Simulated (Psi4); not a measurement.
Psi4 1.11, PBE/def2-svp: Si(H)(OH)(OMe)(NMe2) (CO[SiH](O)N(C)C), 18 atoms. The geometry is a generated start, not checked to be a minimum at this level.

| Property | Result |
|---|---|
| task | gradient |
| method | pbe |
| basis | def2-svp |
| memory | 7 GB |
| scf_type | df (default) |
| guess | auto, which took SAD (default) |
| diis_max_vecs | 10 (default) |
| scf_initial_accelerator | adiis (default) |
| e_convergence | 1e-08 (default) |
| d_convergence | 1e-08 (default) |
| basis functions (reference run) | 157 |
| grid points (reference run) | 3226880 |

```xyz
18

Si     0.5245    -0.7246     0.6439
O      0.7562    -2.1161    -0.1696
O      1.7378     0.3491     0.5494
C      2.6413     0.6174    -0.4822
N     -0.9146     0.0058     0.0283
C     -1.1824     1.4082     0.2425
C     -2.1345    -0.7575    -0.0819
H      0.5910    -1.1144     2.0405
H      0.4537    -2.2106    -1.0702
H      3.1743    -0.2930    -0.7689
H      3.3549     1.3573    -0.1116
H      2.1344     1.0228    -1.3620
H     -1.7679     1.5751     1.1545
H     -0.2431     1.9460     0.3320
H     -1.7493     1.8092    -0.6042
H     -2.7303    -0.3860    -0.9216
H     -2.7430    -0.6813     0.8282
H     -1.9030    -1.8072    -0.2471
```

Yardstick: the run with dft_radial_points = 200, dft_spherical_points = 974, dft_pruning_scheme = none (default), which is not proven converged either. One run each, on a shared machine, so no times are given.

Settings tried, all else as in the reference:
- dft_radial_points = 25, dft_spherical_points = 50
- dft_radial_points = 75 (default), dft_spherical_points = 302 (default)
- dft_radial_points = 99, dft_spherical_points = 590
- dft_radial_points = 99, dft_spherical_points = 590, dft_pruning_scheme = robust
- dft_radial_points = 99, dft_spherical_points = 590, dft_pruning_scheme = treutler
- dft_radial_points = 150, dft_spherical_points = 770
- dft_radial_points = 75 (default), dft_spherical_points = 302 (default), dft_pruning_scheme = treutler
- dft_radial_points = 75 (default), dft_spherical_points = 302 (default), dft_pruning_scheme = robust
- dft_radial_points = 50, dft_spherical_points = 194
- dft_radial_points = 35, dft_spherical_points = 110
- dft_radial_points = 75 (default), dft_spherical_points = 434

Question: Which settings reproduce the reference to 10 meV/atom in energy, 100 meV/Å in forces (largest component)?

Answer: Within it: dft_radial_points = 99, dft_spherical_points = 590; dft_radial_points = 99, dft_spherical_points = 590, dft_pruning_scheme = robust; dft_radial_points = 150, dft_spherical_points = 770; dft_radial_points = 75 (default), dft_spherical_points = 434; dft_radial_points = 75 (default), dft_spherical_points = 302 (default); dft_radial_points = 75 (default), dft_spherical_points = 302 (default), dft_pruning_scheme = robust; dft_radial_points = 50, dft_spherical_points = 194; dft_radial_points = 35, dft_spherical_points = 110; dft_radial_points = 75 (default), dft_spherical_points = 302 (default), dft_pruning_scheme = treutler; dft_radial_points = 99, dft_spherical_points = 590, dft_pruning_scheme = treutler. Outside: dft_radial_points = 25, dft_spherical_points = 50.

```
setting                                                                                                grid points  energy against the reference  difference in forces (largest component)
-----------------------------------------------------------------------------------------------------  -----------  ----------------------------  ----------------------------------------
the reference                                                                                              3226880                             —                                         —
dft_radial_points = 99, dft_spherical_points = 590                                                          977908              −0.0012 meV/atom                                0.88 meV/Å
dft_radial_points = 99, dft_spherical_points = 590, dft_pruning_scheme = robust                             680738              −0.0012 meV/atom                                0.88 meV/Å
dft_radial_points = 150, dft_spherical_points = 770                                                        1926075          under 0.001 meV/atom                                0.98 meV/Å
dft_radial_points = 75 (default), dft_spherical_points = 434                                                548094              +0.0011 meV/atom                                 2.5 meV/Å
dft_radial_points = 75 (default), dft_spherical_points = 302 (default)                                      381659              +0.0095 meV/atom                                  11 meV/Å
dft_radial_points = 75 (default), dft_spherical_points = 302 (default), dft_pruning_scheme = robust         260449              +0.0090 meV/atom                                  11 meV/Å
dft_radial_points = 50, dft_spherical_points = 194                                                          166181               −0.035 meV/atom                                  11 meV/Å
dft_radial_points = 35, dft_spherical_points = 110                                                           66246                −0.49 meV/atom                                  35 meV/Å
dft_radial_points = 75 (default), dft_spherical_points = 302 (default), dft_pruning_scheme = treutler       208177                +0.39 meV/atom                                  54 meV/Å
dft_radial_points = 99, dft_spherical_points = 590, dft_pruning_scheme = treutler                           504050                +0.42 meV/atom                                  55 meV/Å
dft_radial_points = 25, dft_spherical_points = 50                                                            21608                  +17 meV/atom                                 560 meV/Å
```

Total energies are compared; such shifts often cancel in part in energy differences. The gradients leave out the derivatives of the grid weights. The tolerance is a choice made for this comparison.
